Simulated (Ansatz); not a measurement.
Levels about the gap of amorphous In$_{9}$Ga$_{9}$Zn$_{9}$O$_{39}$Sc$_{2}$ (68 atoms in a cell of 859 Å³, 5.73 g/cm³; zone centre alone, so wide bands show as single levels with stretches between that a denser mesh fills), at the geometry that PBE relaxed, where it gives 2.7 GPa on a denser mesh. The participation number counts the atoms over which a state spreads; weights are charges in smoothed Voronoi cells. The levels come from a single point, so bond lengths are those of that geometry. Method of the levels: PBE, scalar-relativistic without spin-orbit coupling (Ansatz, a first-principles code). Sampling: the zone centre alone; Fermi-Dirac width 0.02 eV; no spin polarisation. At PBE the levels at the filled edge of the gap are localised (band-tail or defect states), and the nearest spread-out levels lie 1.3 eV apart at the zone centre.

A CHGNet melt-quench gave the starting glass, which DFT then relaxed. O atoms were pushed apart under 1.9 Å during the dynamics, to hinder bonds among them. The hot cell started wider than the set density and was brought back towards it in steps. It is the lowest in DFT energy of 2 quenches. It is a model cell: composition and starting density were chosen by hand, and all elements were melted together. No dispersion term was used. Its density started from a set value of 5.73 and ended at 5.73 g/cm³. The simulated quench (nominally 210 K/ps over its main leg) is rapid and tends to freeze in more defects than a deposited or slowly cooled glass has. Values belong to this one cell and scatter from quench to quench. The volume was held where the preparation left it and the shape relaxed, at a PBE pressure of 2.7 GPa. Stress components on the final sampling reach 2.8 GPa.

```json
[
 {"E - E(highest filled), eV": "-0.45", "filling": "filled", "participation number": "24.0", "largest on": "O, 3 neighbours", "weight O": "0.84", "weight In": "0.02", "weight Zn": "0.12", "weight Sc": "0.00"},
 {"E - E(highest filled), eV": "-0.42", "filling": "filled", "participation number": "28.2", "largest on": "O, 3 neighbours", "weight O": "0.84", "weight In": "0.02", "weight Zn": "0.12", "weight Sc": "0.01"},
 {"E - E(highest filled), eV": "-0.41", "filling": "filled", "participation number": "21.7", "largest on": "O, 4 neighbours", "weight O": "0.86", "weight In": "0.02", "weight Zn": "0.10", "weight Sc": "0.01"},
 {"E - E(highest filled), eV": "-0.35", "filling": "filled", "participation number": "20.9", "largest on": "O, 3 neighbours", "weight O": "0.86", "weight In": "0.02", "weight Zn": "0.09", "weight Sc": "0.01"},
 {"E - E(highest filled), eV": "-0.29", "filling": "filled", "participation number": "22.2", "largest on": "O, 4 neighbours", "weight O": "0.88", "weight In": "0.02", "weight Zn": "0.08", "weight Sc": "0.01"},
 {"E - E(highest filled), eV": "-0.12", "filling": "filled", "participation number": "8.3", "largest on": "O, 3 neighbours", "weight O": "0.85", "weight In": "0.02", "weight Zn": "0.11", "weight Sc": "0.00"},
 {"E - E(highest filled), eV": "0.00", "filling": "filled", "participation number": "6.7", "largest on": "O, 4 neighbours", "weight O": "0.87", "weight In": "0.01", "weight Zn": "0.08", "weight Sc": "0.02"},
 {"E - E(highest filled), eV": "1.03", "filling": "empty", "participation number": "62.3", "largest on": "In, 5 neighbours", "weight O": "0.53", "weight In": "0.19", "weight Zn": "0.14", "weight Sc": "0.01"},
 {"E - E(highest filled), eV": "3.35", "filling": "empty", "participation number": "28.4", "largest on": "In, 5 neighbours", "weight O": "0.57", "weight In": "0.28", "weight Zn": "0.06", "weight Sc": "0.02"},
 {"E - E(highest filled), eV": "3.60", "filling": "empty", "participation number": "35.4", "largest on": "In, 5 neighbours", "weight O": "0.54", "weight In": "0.24", "weight Zn": "0.09", "weight Sc": "0.07"},
 {"E - E(highest filled), eV": "3.70", "filling": "empty", "participation number": "32.9", "largest on": "In, 5 neighbours", "weight O": "0.57", "weight In": "0.26", "weight Zn": "0.07", "weight Sc": "0.03"},
 {"E - E(highest filled), eV": "3.87", "filling": "empty", "participation number": "30.4", "largest on": "In, 6 neighbours", "weight O": "0.56", "weight In": "0.19", "weight Zn": "0.16", "weight Sc": "0.02"},
 {"E - E(highest filled), eV": "3.98", "filling": "empty", "participation number": "20.7", "largest on": "Sc, 6 neighbours", "weight O": "0.49", "weight In": "0.25", "weight Zn": "0.05", "weight Sc": "0.15"},
 {"E - E(highest filled), eV": "4.09", "filling": "empty", "participation number": "32.2", "largest on": "In, 6 neighbours", "weight O": "0.55", "weight In": "0.25", "weight Zn": "0.06", "weight Sc": "0.05"}
]
```

Most localised among these is the filled level at +0.00 eV, on a O atom, which has 4 neighbours (Sc 2.01 Å, In 2.16 Å, Zn 2.17 Å, In 2.51 Å).
